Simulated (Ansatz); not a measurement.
Consider this model of amorphous Ge12Sb12Te30Zn3.

```xyz
57
Lattice="12.5752 0.2524 0.1923 0.2524 12.0035 -0.3069 0.1923 -0.3069 11.5834" Properties=species:S:1:pos:R:3 pbc="T T T"
Ge     4.7518     5.3850     7.8485
Ge     7.1135     0.1953     2.5752
Ge    10.6226    10.4719     0.9796
Ge     4.2127     1.8862     3.8282
Ge     9.6716     5.1475     8.5323
Ge     3.1368     4.3506     4.3307
Ge     2.7743    11.5703     1.1490
Ge     7.6301     4.6960     5.3136
Ge     5.9901     8.1132     9.9603
Ge     5.6854     9.1554     6.1976
Ge     2.9496     8.3824     2.4348
Ge     5.8476    11.7405     6.3802
Sb     1.2904    11.0256     7.1049
Sb    11.9697     1.0237    11.0465
Sb    11.5470     6.4519     4.8410
Sb    11.2737     4.2287     2.8986
Sb     8.3068     6.2817     1.1233
Sb     9.1733     2.9173     6.9337
Sb     3.1146     4.0374     0.7926
Sb     7.2654    11.8243     8.7614
Sb     6.7436     9.8805     0.4119
Sb     0.4416     4.4837     9.4317
Sb     7.3147     6.5442     8.1626
Sb     2.4473     6.9711     7.8136
Te     8.3702     3.8841     2.8237
Te     1.6617     2.0064     2.4208
Te    10.9619     7.1598     1.9974
Te     8.9842    10.1825     3.1808
Te    11.8724     1.5757     8.2298
Te    10.4096     4.0828    10.9050
Te     1.5565     4.4386     6.5042
Te     5.1689     5.9627     5.0543
Te     2.4842     2.4077    10.0183
Te     3.1731     8.6915     5.1968
Te     0.8668    10.2030     2.7133
Te     9.3223    10.7471     7.0576
Te     1.4858     6.0277     2.8334
Te     5.4602     5.6296    10.6774
Te     6.9467     1.4450     5.0787
Te     1.9058     6.5354    10.7336
Te    12.0471     9.8651     5.4488
Te     3.3890     1.2458     6.5964
Te     4.6304    -0.0976    11.0219
Te     4.8034    11.1324     2.9656
Te    11.4354     2.0388     4.9632
Te     9.1070     0.7502     0.2379
Te     7.1066     2.6618     9.1970
Te     5.5228     2.3870     1.0125
Te    11.4959     7.0364     8.0476
Te     4.2006     9.5259     8.5542
Te     0.4620    10.0321     9.7621
Te     6.1884     7.7991     2.3595
Te     9.3628     8.4059    10.8864
Te     8.6741     7.1620     5.5094
Zn    10.3207    11.8579     4.6583
Zn    10.7386     9.5052     8.8479
Zn     4.5806     2.9457     8.2418
```

All values below come from PBE-D3(BJ), scalar-relativistic without spin-orbit coupling, PAW (Ansatz default set, large-core Te) (plane waves to 420 eV; Ansatz, a first-principles code).

It comes from a melt-quench run on a machine-learned potential (CHGNet), relaxed afterwards by DFT. The hot cell started wider than the set density and was brought back towards it in steps. It is the lowest in DFT energy of 3 quenches. It is a model cell: composition and starting density were chosen by hand, and all elements were melted together. The geometry includes D3(BJ) dispersion. Its density started from a set value of 5.82 and ended at 6.05 g/cm³. The quench (nominally 76 K/ps over its main leg) was far faster than any real one, so the model tends to hold more defects than a real film. Values belong to this one cell and scatter from quench to quench. Volume and shape were free in the relaxation. On a 2×2×2 Γ-centred mesh force components of up to 0.44 eV/Å stay, since the relaxation ran on one k-point at (1/4, 1/4, 1/4).

Neighbours within Ge-Ge 2.85 Å, Ge-Sb 3.18 Å, Ge-Te 3.18 Å, Ge-Zn 2.90 Å, Sb-Sb 3.34 Å, Sb-Te 3.40 Å, Sb-Zn 3.13 Å, Te-Te 3.31 Å, Te-Zn 3.12 Å, Zn-Zn 2.93 Å count as bonded.

Problem. Give the coordination numbers, mean bond lengths and angles.

Solution. 
| Item | Value |
|---|---|
| Mean coordination of Ge | 4.17 (3 with 3, 6 with 4, 1 with 5, 2 with 6) |
| Mean coordination of Sb | 4.67 (1 with 3, 3 with 4, 7 with 5, 1 with 6) |
| Mean coordination of Te | 3.33 (2 with 2, 17 with 3, 10 with 4, 1 with 5) |
| Mean coordination of Zn | 4.00 (3 with 4) |
| Mean Sb-Te bond | 3.051 Å (spread 0.153 Å, 45 counted) |
| Mean Ge-Te bond | 2.814 Å (spread 0.129 Å, 36 counted) |
| Mean Te-Zn bond | 2.690 Å (spread 0.078 Å, 11 counted) |
| Mean Ge-Sb bond | 2.806 Å (spread 0.095 Å, 9 counted) |
| Bond angle at Ge | mean 105.0°, spread 23.6° |
| Bond angle at Sb | mean 104.3°, spread 28.9° |
| Bond angle at Te | mean 102.0°, spread 25.4° |
| Bond angle at Zn | mean 107.5°, spread 17.5° |

Problem. List the pairs of like atoms that count as bonded by the rules above.

Solution. Ge4-Ge6 (2.74 Å), Ge10-Ge12 (2.60 Å), Sb15-Sb16 (2.96 Å), Te35-Te41 (2.96 Å), Te36-Te41 (3.28 Å), Te43-Te50 (3.29 Å), Te43-Te48 (2.90 Å).
